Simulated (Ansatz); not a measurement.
H on the 1x1 (111) surface of fcc Pt, one in a 2x2 cell: adsorption energies (eV for each) against ½ H2(g) in Ansatz (plane waves, PAW). Structures relaxed with PBE; the other functionals are single points on them, with slab and gas at the same level. No dispersion, zero-point or thermal terms. Rows are starts at which the adsorbate stayed.

Model: 17-atom slab, 6.9 Å thick at the start under the adsorbate (thin: gaps and levels are the slab's own), 6x6x1 mesh, Fermi-Dirac 0.1 eV, dipole correction, 8 atoms held, the rest relaxed; each run with such symmetry as its start has; no spin, no spin-orbit, no U, no dispersion correction.

```csv
site,PBE,RPBE,r2SCAN
top Pt,-0.43,-0.31,-0.53
hollow Pt-Pt-Pt over Pt at depth 2.3 Å,-0.42,-0.26,-0.46
hollow Pt-Pt-Pt over Pt at depth 4.6 Å,-0.46,-0.30,-0.54
bridge Pt-Pt (span 2.8 Å),-0.42,-0.26,-0.48
```

RPBE moves the energies by 0.15 eV on average against PBE and the two lowest sites lie within 0.02 eV at one of the levels. r2SCAN moves the energies by -0.07 eV on average against PBE and the two lowest sites lie within 0.02 eV at one of the levels.

Ansatz is an electronic-structure program.
